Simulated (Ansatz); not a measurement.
Results of RPBE in Ansatz (PAW) for cubic perovskite CsSnI3 (cubic high-temperature phase).

Numerical settings: plane-wave cutoff 520 eV, 6×6×6 k mesh, Fermi–Dirac smearing 0.01 eV, scalar-relativistic PAW data made under PBE.

The cell has the measured lattice: a = b = c = 6.219 Å, α = β = γ = 90.00°.

Problem. Estimate the band gap and direct gap at Γ that the calculation returns.

Solution. 
- band gap: 0.37 eV
- direct gap at Γ: 4.65 eV

Note: held by symmetry at 0 K, a high-temperature phase can be a saddle point; cell and atoms aren't relaxed at this level (pressure 1.6 GPa).

Spin–orbit coupling is not included; with these elements it can move the gap by several tenths of an eV or more.

Ansatz is a quantum-chemistry and plane-wave program.
